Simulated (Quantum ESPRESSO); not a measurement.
Troubleshooting Quantum ESPRESSO: a failed run on YSi2 (P6/mmm, 3 atoms in the cell). The aim is a self-consistent single point with DFT, LDA (PZ), plane waves, GBRV 1.5 ultrasoft (LDA) pseudopotentials.

Cell that was meant: a = 4.0755 Å, b = 4.0755 Å, c = 3.9901 Å, α = 90.00°, β = 90.00°, γ = 120.00°.

Part of the input:

```fortran
   ibrav = 4,
   celldm(1) = 7.7015600624,
   celldm(3) = 0.979055261610,
   nat = 4,
   ntyp = 2,
   ecutwfc = 40,
   ecutrho = 320,
```

Output (repeated stretches shortened):

```
     This program is part of the open-source Quantum ESPRESSO suite
     for quantum simulation of materials; please cite

 %%%%%%%%%%%%%%%%%%%%%%%%%%%%%%%%%%%%%%%%%%%%%%%%%%%%%%%%%%%%%%%%%%%%%%%%%%%%%%
     Error in routine read_cards (4):
     wrong number of columns in ATOMIC_POSITIONS
 %%%%%%%%%%%%%%%%%%%%%%%%%%%%%%%%%%%%%%%%%%%%%%%%%%%%%%%%%%%%%%%%%%%%%%%%%%%%%%

     stopping ...
```

Problem. Read the log: what does the program object to, and what is the fix?

Solution. The fault is an atom count that does not match the list of atoms; here the program stops on it instead of giving results. To fix it, make the count match the list. The program stopped before any SCF iteration.

The sound input it was made from differs as follows (other fixes are possible):
```diff
-   nat = 4,
+   nat = 3,
```

With that input, the run converged in 9 iterations: free energy E − TS -1526.7885 eV; Fermi level (on the code's own zero) 10.78 eV; pressure -4.46 GPa (DFT, LDA (PZ), plane waves, GBRV 1.5 ultrasoft (LDA) pseudopotentials).

On the sound input: the starting cell comes from a database of computed structures (which also holds hypothetical and non-ambient phases and stackings), without a prior relaxation at this level. With a pressure of about -4 GPa the cell is away from its equilibrium volume at this level.
